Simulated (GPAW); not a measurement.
Troubleshooting GPAW: a failed run on NbC (Fm-3m, 2 atoms in the cell). The aim is a self-consistent single point with DFT PBE, plane waves, GPAW PAW datasets PBE (gpaw-data 1.0.1).

Cell that was meant: a = 3.1182 Å, b = 3.1182 Å, c = 3.1182 Å, α = 60.00°, β = 60.00°, γ = 60.00°.

Part of the input:

```python
              pbc=True)

calc = GPAW(mode={'name': 'pw', 'ecut': 900},
            xc='AM05',
            kpts=(17, 17, 17),
            occupations={'name': 'fermi-dirac', 'width': 0.1},
            nbands=-6,
```

Output (repeated stretches shortened):

```
Input parameters:
  kpts: [17 17 17]
  maxiter: 100
  mode: {ecut: 900,
         name: pw}
  nbands: -6
  occupations: {name: fermi-dirac,
                width: 0.1}
  symmetry: {symmorphic: False,
             tolerance: 0.0005}
  xc: AM05

Traceback (most recent call last):
   [... frames left out ...]
FileNotFoundError: Could not find required PAW dataset file "Nb.AM05".

You need to set the GPAW_SETUP_PATH environment variable to point to
the directories where PAW dataset and basis files are stored.  See
https://gpaw.readthedocs.io/install.html#install-paw-datasets
for details.
```

Task: From the messages shown, name the fault and mend the input.

Result: The fault is a functional for which no datasets are installed. The program looks for atomic datasets under the functional's name. To fix it, return to the functional that was meant, or generate datasets for the new one. The program stopped before any SCF iteration.

An input that runs soundly differs in these lines (not the only fix; some lines may just follow from the change or write a value another way):
```diff
-            xc='AM05',
+            xc='PBE',
```

With that input, the run converged in 12 iterations: free energy E − TS (from the program's reference atoms) -20.6949 eV; Fermi level (on the code's own zero) 13.95 eV (DFT PBE, plane waves, GPAW PAW datasets PBE (gpaw-data 1.0.1)).

On the sound input: the starting cell comes from a database of computed structures (which also holds hypothetical and non-ambient phases and stackings), without a prior relaxation at this level. Its lattice was rescaled by a random factor within 2.5 % of one. Spin polarisation is off.
